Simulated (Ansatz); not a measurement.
The reference is CsSnI₃ in the cubic perovskite structure (space group Pm-3m, No. 221; a = 6.224 Å).

Calculations: Kohn–Sham DFT with the r2SCAN functional, run in Ansatz (a first-principles code) with PAW and 500 eV plane waves, spin-orbit coupling left out.

One change was made to it. Results:

The band gap changes from 0.46 eV to zero; the lattice parameter a falls by 1.498 Å, from 6.224 Å to 4.726 Å.

### Question
Which change produced these results?
(A) pressure 3 GPa
(B) pressure 15 GPa
(C) pressure 100 GPa
(D) pressure −1 GPa
(E) pressure −2 GPa

### Answer
C, pressure 100 GPa. For comparison, the lattice parameter a in the other runs: pressure 15 GPa gives 5.508 Å; pressure −2 GPa gives 6.587 Å; pressure −1 GPa gives 6.363 Å; pressure 3 GPa gives 5.964 Å.

A case with no gap was solved on a k-mesh chosen for an insulator, which is coarse for it. Spin-orbit coupling, missing from the scalar runs, can matter with I. Load acts through the strain it causes; cell and atoms are relaxed under it. Whether these cells are dynamically stable was not tested. Competing high-pressure phases were not computed. All final runs are without spin polarisation. Many cubic perovskites are stable only at high temperature; tilts and polar distortions were not tested. A zero or small gap of CsSnI3 under pressure 100 GPa, CsSnI3 under pressure 15 GPa and CsSnI3 under pressure 3 GPa can be the functional's error rather than a property of the material.
